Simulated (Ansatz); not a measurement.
## A computed series for SiO2: response to strain

Base system: SiO₂ (space group P3_221, No. 154; a = 4.8658 Å, c = 5.3652 Å). Axes: x lies along a and z along c of the hexagonal cell.

Strains are applied to the cell and any free atomic positions relax; under biaxial strain the out-of-plane vector relaxes too.

Level of theory: LDA, PAW, 420 eV (Ansatz, a first-principles code; scalar-relativistic without spin-orbit coupling).

Notes on the quantities. pressure: mean of the normal stresses, compression positive.

```csv
case,volume per atom,pressure,smallest direct gap
base,12.22 Å³,0.00 GPa,6.12 eV
"biaxial strain −2.25 %, plane normal [001], relaxed out of plane",11.74 Å³,1.39 GPa,6.19 eV
"biaxial strain −1.50 %, plane normal [001], relaxed out of plane",[?],[?],6.17 eV
"biaxial strain −0.75 %, plane normal [001], relaxed out of plane",12.06 Å³,0.43 GPa,[?]
```

**Question.** Some entries are withheld; estimate them.

**Answer.** 
- biaxial strain −1.50 %, plane normal [001], relaxed out of plane, volume per atom: 11.90 Å³
- biaxial strain −1.50 %, plane normal [001], relaxed out of plane, pressure: 0.90 GPa
- biaxial strain −0.75 %, plane normal [001], relaxed out of plane, smallest direct gap: 6.15 eV

Whether these cells are dynamically stable was not tested.
